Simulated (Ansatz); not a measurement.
(Ta,Nb)Si2: NbTaSi4

A 18-atom cell of (Ta,Nb)Si2 started in the CrSi2 (C40) type structure, site fractions Ta 0.500, Nb 0.500, short-range order -0.33 in the first shell of the mixed sites (0 is random, a negative value favours unlike neighbours), space group C2 at the end.

The mixing enthalpy is taken against the end members in the CrSi2 (C40) type type (which need not be the stable form of TaSi2 and NbSi2), relaxed in the same cell and mesh.

Calculation: PBE (plane waves to 420 eV, PAW; Ansatz, a first-principles code). No spin–orbit coupling; the runs are not spin-polarised. Its k-point mesh 7×5×5, Fermi–Dirac width 0.05 eV.

```
Property                                                                                               Result
----------------------------------------------------------  -------------------------------------------------
volume per atom                                                                                      14.70 Å³
Nb–Si bonds                                                      2.713 Å on average, from 2.615 to 2.839 (30)
Si–Ta bonds                                                      2.715 Å on average, from 2.618 to 2.840 (30)
mixing enthalpy per site of the mixed sublattice                                                       -4 meV
departure of the mean lattice parameter from Vegard's line  under 0.15 %, inside the noise of the relaxations
```

```xyz
18
Lattice="4.8071 0.0003 0.0006 -2.4025 4.1643 6.6073 -2.4030 -4.1646 6.6073" Properties=species:S:1:pos:R:3 pbc="T T T"
Nb     1.2020    -2.0827     7.7015
Ta    -1.2012     2.0817     7.7010
Nb     2.4025    -0.0017     3.3078
Nb    -2.4010     0.0035     9.9147
Ta     1.2031     2.0818     5.5146
Ta    -1.2008    -2.0828     5.5059
Si     0.0037    -1.3275     9.9100
Si     0.0021    -1.3240     3.3020
Si    -3.6572    -0.6591    12.1112
Si     1.1479    -0.6625     5.5049
Si     1.1510     0.6603     1.1039
Si     1.1500     0.6579     7.7136
Si    -0.0021     1.3289     3.3024
Si    -0.0005     1.3253     9.9096
Si    -1.1474     0.6583     5.5038
Si    -1.1453     0.6619    12.1122
Si    -1.1504    -0.6609     7.7110
Si     3.6576    -0.6582     1.1062
```
